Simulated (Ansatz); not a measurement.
The reference is NbAgO$_{3}$ in the cubic perovskite structure (space group Pm-3m, No. 221; a = 3.9502 Å; a cell from a computed database, its experimental status unchecked).

It is then changed as follows: a hydrostatic pressure of 3 GPa.

Levels (all Ansatz, a first-principles code, PAW, earlier PAW set): PBEsol (420 eV, without spin-orbit coupling); HSE06 (420 eV, no spin-orbit coupling).

The geometry is relaxed with PBEsol.

* **PBEsol lowest conduction level above the VBM at special points**: X 1.42 eV; Γ 1.61 eV; R 3.36 eV

Problem. How does going to HSE06 change the lowest conduction level above the VBM at special points?

Solution. The lowest conduction level above the VBM at special points becomes X 2.76 eV; Γ 2.90 eV; R 5.36 eV (PBEsol: X 1.42 eV; Γ 1.61 eV; R 3.36 eV).

Single points use the geometry relaxed with PBEsol. HSE06 was sampled on its mesh, a few special points and the semilocal edge points, so its gap is an upper bound. The levels and masses belong to the bands next to the band gap. Load acts through the strain it causes; cell and atoms are relaxed under it. No phonon test of stability was made. Many cubic perovskites are stable only at high temperature; tilts and polar distortions were not tested.
